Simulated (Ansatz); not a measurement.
Cubic perovskite KZnF3 was calculated with r²SCAN (plane waves, PAW; Ansatz, an electronic-structure program).

Run with plane-wave cutoff 560 eV, 8×8×8 k mesh, Fermi–Dirac smearing 0.01 eV, scalar-relativistic PAW data made under PBE.

Response to compression and expansion:

```csv
V (Å³/atom),P (GPa),direct gap at Γ (eV),smallest gap on the k mesh (eV)
12.454,6.04,7.172,4.811
12.719,3.80,6.977,4.751
12.984,1.79,6.790,4.693
13.249,0.00,6.610,4.638
13.514,-1.60,6.438,4.585
13.779,-3.03,6.273,4.533
14.044,-4.31,6.115,4.483
```

The fundamental gap (4.64 eV at the equilibrium volume, with added k points) lies elsewhere than Γ–Γ.
